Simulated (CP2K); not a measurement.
CP2K run on the (110) slab of Sb (cut from a parent of space group no. 229; 2 atoms in the cell): self-consistent single point.

Computed with LDA (Pade form), GPW, DZVP-MOLOPT-SR-GTH basis, GTH-PADE potentials (GTH_POTENTIALS) (CP2K).

```yaml
crystal:
  lattice:
    - [3.22505, 0.00000, 0.00000]
    - [-4.30007, 3.04061, 0.00000]
    - [0.00000, 0.00000, 16.63330]
  atoms:
    - { symbol: Sb, position: [0.00000, 0.25000, 0.42084] }
    - { symbol: Sb, position: [0.00000, 0.75000, 0.57916] }
```

Reference input (self-consistent single point, DFT LDA (Pade form), GPW, DZVP-MOLOPT-SR-GTH basis, GTH-PADE potentials (GTH_POTENTIALS)): CUTOFF = 400 Ry; REL_CUTOFF = 40 Ry; SMEAR/METHOD = GAUSSIAN; SIGMA = 0.1 eV; KPOINTS/SCHEME = MONKHORST-PACK 8 8 1; GAMMA_CENTERED = T; XC_FUNCTIONAL = PADE; Sb/BASIS_SET = DZVP-MOLOPT-SR-GTH-q5; Sb/POTENTIAL = GTH-PADE-q5; METHOD = GPW; EPS_DEFAULT = 1e-11; NGRIDS = 4. This run's input differs from it in these lines:

```diff
@@ -40,3 +40,3 @@
     &KPOINTS
-      SCHEME MONKHORST-PACK 8 8 1
+      SCHEME MONKHORST-PACK 20 20 1
       GAMMA_CENTERED T
```

Output (repeated stretches shortened):

```
 SCF WAVEFUNCTION OPTIMIZATION

  Step     Update method      Time    Convergence         Total energy    Change
     1 NoMix/Diag. 0.30E+00      -     0.32320574       -11.2276938593 -1.12E+01
     2 Broy./Diag. 0.30E+00      -     0.00178011       -11.2781750004 -5.05E-02
     3 Broy./Diag. 0.30E+00      -     0.00577294       -11.1896566971  8.85E-02
     4 Broy./Diag. 0.30E+00      -     0.00028379       -11.1800270258  9.63E-03
     5 Broy./Diag. 0.30E+00      -     0.00070426       -11.1676671667  1.24E-02
     6 Broy./Diag. 0.30E+00      -     0.00013827       -11.1669612544  7.06E-04
   [... 7 lines left out ...]
    14 Broy./Diag. 0.30E+00      -     0.00002066       -11.1704158879 -6.57E-05
    15 Broy./Diag. 0.30E+00      -     0.00000269       -11.1704369564 -2.11E-05
    16 Broy./Diag. 0.30E+00      -     0.00000499       -11.1704296813  7.28E-06
    17 Broy./Diag. 0.30E+00      -     0.00000091       -11.1704218120  7.87E-06
  *** SCF run converged in    17 steps ***

  Overlap energy of the core charge distribution:               0.00000000000687
  Self energy of the core charge distribution:                -23.90633828592188
  Core Hamiltonian energy:                                      4.80068137645849
  Hartree energy:                                              10.67279626505848
  Exchange-correlation energy:                                 -2.73740209895034
  Smearing free energy correction:                             -0.00015906851798
  Fermi energy:                                                -0.02906267437647

  Total energy:                                               -11.17042181195360
  Total energy (extrapolated to sigma->0):                    -11.17034227769461

   [... lines left out ...]

 STRESS| Analytical stress tensor [bar]
 STRESS|                        x                   y                   z
 STRESS|      x       -6.50857778313E+03  -4.31651248521E+02   3.46651064532E-07
 STRESS|      y       -4.31651248521E+02  -6.81404238228E+03  -2.49849663009E-07
 STRESS|      z        3.46651064532E-07  -2.49849663009E-07  -2.19479316384E+04
 STRESS| 1/3 Trace                                            -1.17568506013E+04
```

The run converged in 17 iterations. Against the reference run the free energy falls by 40.4 meV/atom and the largest force goes from 0.575 to 0.849 eV/Å.

The starting cell comes from a database of computed structures (which also holds hypothetical and non-ambient phases and stackings), without a prior relaxation at this level. The slab is cut from that crystal, and its faces are unrelaxed. Its lattice was rescaled by up to half a per cent. Values carry the incompleteness of an atom-centred basis.
